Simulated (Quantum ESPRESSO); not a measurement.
## Equation of state of hcp Mg (space group 194): energy against volume (Quantum ESPRESSO, PBE)

```
CELL_PARAMETERS angstrom
      3.15292     0.00000     0.00000
     -1.57646     2.73051     0.00000
      0.00000     0.00000     5.11736
ATOMIC_POSITIONS crystal
  Mg 0.66667 0.33333 0.75000
  Mg 0.33333 0.66667 0.25000
```

Method: PBE, GBRV 1.5 ultrasoft (PBE) pseudopotentials (plane waves; Quantum ESPRESSO 7.5). Settings: ecutwfc = 52 Ry; ecutrho = 260 Ry; occupations = smearing; smearing = fd; degauss = 0.0036749 Ry; potentials = {Mg: mg_pbe_v1.4.uspp.F.UPF}; K_POINTS = automatic 21 21 11 0 0 0; conv_thr = 1e-10 Ry. The cell above is the first row's. The rows scale it uniformly. In all rows fractional positions and the k mesh are held. E is the free energy at the stated smearing, counted from the lowest row.

| V (Å^3/atom) | E (meV/atom) |
|---|---|
| 22.028 | ? |
| 22.507 | 0.91 |
| 22.986 | 0.00 |
| 23.465 | 1.32 |
| 23.943 | 4.64 |
| 24.422 | 9.78 |
| 24.901 | 16.54 |
| 25.380 | 24.77 |
| 25.859 | 34.30 |

### Question
Using the third-order Birch-Murnaghan form, a cubic in V^(-2/3), estimate the missing E at V = 22.028 from the other rows, showing the fit.

### Answer
With u = V^(-2/3) - 0.120, the rows have u = 0.005445, 0.003697, 0.002007, 0.000378, -0.001201, -0.002729, -0.004210, -0.005644. Least squares gives E = 5.702 - 2942.3·u + 377670·u² + 205166·u³. Residuals (row less fit): -0.001, 0.003, 0.000, -0.004, 0.000, 0.000, 0.002, -0.002; standard error 0.003 (degrees of freedom: 4). Its minimum lies at u = 0.003883, so V0 = (0.123883)^(-3/2) = 22.93. There d²E/du² = 760100 and d³E/du³ = 1231000, so B0 = (4/9) × 22.93^(-7/3) × 760100 × 0.160218 = 36.2 GPa (the last factor turns the table's units into GPa), and B0' = 4 + (2/3) × 0.123883 × (1231000)/760100 = 4.1. The program's pressures in the fitted runs (not shown) pass through zero at V = 22.91, 0.09 % from this V0. At the withheld row, u = 0.007257, so E = 5.702 - 2942.3 × 0.007257 + 377670 × 0.007257² + 205166 × 0.007257³ = 4.318 meV/atom. The calculation gives 4.31 meV/atom, 0.008 meV/atom below the prediction (under 0.05 % of the range of E in the table). The row lies outside the fitted rows, so this is an extrapolation. From the scatter of the fitted rows alone, a prediction at this place has a standard error of 0.009 meV/atom, so the miss is 0.9 times that.

Carrying the step between the two nearest rows on in a straight line would have given 1.82, off by 2.49; series whose last step already gives the withheld value aren't shown. The scan was laid around a cell of about the measured size, scaled by a guess for this functional; axis ratios and inner coordinates come from that cell. The runs keep the symmetry of the cell, so they don't test it for distortions. The shape of the cell and the inner coordinates aren't relaxed, so V0 and B0 belong to this uniform scaling; a relaxed crystal lies no higher in energy and is usually softer. Cutoffs and mesh are single choices, not tested for convergence of this quantity. Series with a scatter that would blur these digits, or in which a gap closes, are not shown. Nor are scans whose minimum lies at an end fitted in this form.
